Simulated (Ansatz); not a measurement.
A zone-centre phonon calculation of Al3Ni2 (P-3m1, 5 atoms in the cell) with Ansatz (an electronic-structure program).

Computed with LDA (PW92), default PAW files made with PBE (plane waves; Ansatz).

```
Al3Ni2
1.0
    4.00618     0.00000     0.00000
   -2.00309     3.46946     0.00000
    0.00000     0.00000     4.89550
Al Ni
3 2
Cartesian
  0.00000   0.00000   0.00000
  0.00000   2.31297   3.17268
  2.00309   1.15648   1.72283
  0.00000   2.31297   0.71753
  2.00309   1.15648   4.17797
```

Reference input (self-consistent single point, DFT, LDA (PW92), plane waves, default PAW files made with PBE): basis.ecutwfc = 420 eV; kpoints.mp_grid.grid = 10 10 7; hamiltonian.xc = lda; hamiltonian.pseudopotentials = {kind: paw} (the program's default PAW files); scf.occupations.method = fermi_dirac; scf.occupations.width = 0.1 eV. This run's input differs from it in these lines:

```diff
@@ -25,6 +25,6 @@
     width: 0.1
-output:
-  forces: true
-  eigenvalues: true
-  stress: true
+  convergence:
+    dr2_threshold: 1.0e-07 eV
+phonons:
+  method: dfpt
```

Output, abridged:

```
SCF iter   1: F=—  HF=-13088.676921 eV  |F-HF|=—  |Δ(HF+E_count)|=         —  Δρ=8.84e-3  dr2=2.50e-2  ethr=1.77e-3  ⟨swp⟩=6.2  Hψ=24936  notcnv=0
all-band conjugate gradients solve this SCF's bands
preconditioner: auto → Kerker (q_TF=auto, 2.547 Å⁻¹)
SCF iter   2: F=—  HF=-13088.670134 eV  |F-HF|=—  |Δ(HF+E_count)|=   6.79e-3  Δρ=2.99e-3  dr2=7.96e-3  ethr=5.56e-5  ⟨swp⟩=2.4  Hψ=10920  notcnv=0  defer=11
   [... lines left out ...]
SCF iter   4: F=—  HF=-13088.667913 eV  |F-HF|=—  |Δ(HF+E_count)|=   6.51e-4  Δρ=2.16e-4  dr2=7.26e-5  ethr=5.68e-6  ⟨swp⟩=2.3  Hψ=8090  notcnv=0  defer=11
SCF iter   5: F=—  HF=-13088.667892 eV  |F-HF|=—  |Δ(HF+E_count)|=   2.07e-5  Δρ=7.50e-5  dr2=7.00e-6  ethr=1.61e-7  ⟨swp⟩=2.2  Hψ=8296  notcnv=0  defer=11
SCF iter   6: F=—  HF=-13088.667891 eV  |F-HF|=—  |Δ(HF+E_count)|=   1.27e-6  Δρ=2.10e-5  dr2=2.94e-7  ethr=1.55e-8  ⟨swp⟩=2.2  Hψ=7824  notcnv=0  defer=11
SCF iter   7: F=-13088.667891 eV  HF=-13088.667891 eV  |F-HF|=2.15e-9  |Δ(HF+E_count)|=   2.35e-8  Δρ=5.45e-6  dr2=1.23e-8  ethr=2.22e-10  ⟨swp⟩=9.4  Hψ=38248  notcnv=0
SCF 1 converged in 7 iterations: F = -13088.667891 eV  dr2 = 1.23e-8
DFPT response loops at Γ: preconditioner auto → Kerker (q_TF=auto, 2.547 Å⁻¹) (partly filled bands, converged f_vac=0.000) …
Free energy (F): -13088.667891 eV
Internal energy: -13088.625335 eV  (E = F + TS)
E sigma→0 (E₀):  -13088.646613 eV
Entropy (-TS):   -0.042556 eV (-8.511 meV/atom)
Fermi energy:    10.967905 eV
--- Phonons (Γ-DFPT): 6 representative perturbations + reference, on 196 of 700 k-points (Σ response iterations 26) ---
  k mesh reduced under 2 symmetry operations, with k and −k counted as one. Each operation leaves every solved perturbation unchanged …
  ASR residual: 1.880e-3 → 0.000e0 eV/Å²; symmetrization residual: 3.088e-5 eV/Å²
  ASR residual per site (eV/Å²): 4.65e-4 3.56e-4 3.56e-4 1.88e-3 1.88e-3
  Γ frequencies (cm⁻¹): 0.00 0.00 0.00 192.00 192.00 212.78 220.99 226.01 226.01 286.73 286.73 328.34 350.75 350.75 360.80
  non-analytic LO–TO correction: not included (Born effective charges unavailable; polar crystals: no LO–TO splitting at Γ)
```

The run converged in 7 iterations. 

Summary of the result:
Free energy E − TS (on the zero of these files): -13088.6679 eV
Fermi level (on the code's own zero): 10.97 eV
Zone-centre frequencies (cm⁻¹; negative means imaginary): 0, 0, 0, 192, 192, 213, 221, 226, 226, 287, 287, 328, 351, 351, 361

The starting cell comes from a database of computed structures (which also holds hypothetical and non-ambient phases and stackings), without a prior relaxation at this level. Its lattice was rescaled by up to half a per cent. Spin polarisation is off.

Cost on one core of a shared machine: roughly 3 min.

Keys are those of Ansatz 0.2.
